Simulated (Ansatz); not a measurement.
# RhGe2 (model structure, started from the AlB2 type, P6/mmm, No. 191, 3 atoms in the cell): properties by level of theory

```csv
level (code),lattice constant a (Å),c axis length (Å)
PBE (Ansatz),…,2.782
PBEsol (Ansatz),…,…
PBE-D3(BJ) (Ansatz),4.453,2.745
```

Task: What belongs in the gaps?

Result: 
- PBE (Ansatz, a first-principles code), lattice constant a (Å): 4.515
- PBEsol (Ansatz), lattice constant a (Å): 4.442
- PBEsol (Ansatz), c axis length (Å): 2.738

Ansatz's density-functional and Hartree–Fock values are scalar-relativistic unless marked +SOC, with PAW data made under PBE.

A model structure was made by putting elements into a prototype or built by hand; it is no filed structure, need not be a known phase, and can be a saddle point held by its symmetry.
